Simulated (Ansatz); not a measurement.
**ZnSnO3: response to strain**

Consider ZnSnO3 (space group R3c, No. 161).

```yaml
crystal:
  lattice:
    - [2.63902, 1.52364, 4.66974]
    - [-2.63902, 1.52364, 4.66974]
    - [0.00000, -3.04728, 4.66974]
  atoms:
    - { symbol: Zn, position: [0.29504, 0.29504, 0.29504] }
    - { symbol: Zn, position: [0.79504, 0.79504, 0.79504] }
    - { symbol: Sn, position: [0.01258, 0.01258, 0.01258] }
    - { symbol: Sn, position: [0.51258, 0.51258, 0.51258] }
    - { symbol: O, position: [0.72138, 0.11620, 0.40509] }
    - { symbol: O, position: [0.40509, 0.72138, 0.11620] }
    - { symbol: O, position: [0.11620, 0.40509, 0.72138] }
    - { symbol: O, position: [0.90509, 0.61620, 0.22138] }
    - { symbol: O, position: [0.22138, 0.90509, 0.61620] }
    - { symbol: O, position: [0.61620, 0.22138, 0.90509] }
```

Cartesian axes are those of the cell as printed.

Strains are applied to the cell and any free atomic positions relax; under biaxial strain the out-of-plane vector relaxes too.

All numbers come from DFT with PBEsol, PAW potentials and a 420 eV plane-wave cutoff in Ansatz (a quantum-chemistry and plane-wave program), scalar-relativistic without spin-orbit coupling, earlier PAW set.

| case | band gap | electron mass | shortest interatomic distance |
|---|---|---|---|
| base | 1.24 eV | 0.19 mₑ (at Γ) | 1.995 Å |
| biaxial strain −2.28 %, plane normal [001], relaxed out of plane | 1.32 eV | 0.20 mₑ (at Γ) | 1.975 Å |
| biaxial strain −1.99 %, plane normal [001], relaxed out of plane | 1.31 eV | 0.20 mₑ (at Γ) | 1.977 Å |
| biaxial strain +1.46 %, plane normal [001], relaxed out of plane | 1.16 eV | 0.17 mₑ out of plane, 0.18 mₑ in plane (at Γ) | 2.009 Å |
| isotropic strain +4.19 % | 0.50 eV | 0.10 mₑ along c, 0.12 mₑ across (at Γ) | 2.048 Å |
| uniaxial strain ε_zz = +4.97 % | 0.87 eV | – | 2.014 Å |

Masses are band curvatures over ±0.01 Å⁻¹ around the edge. No phonon test of stability was made.
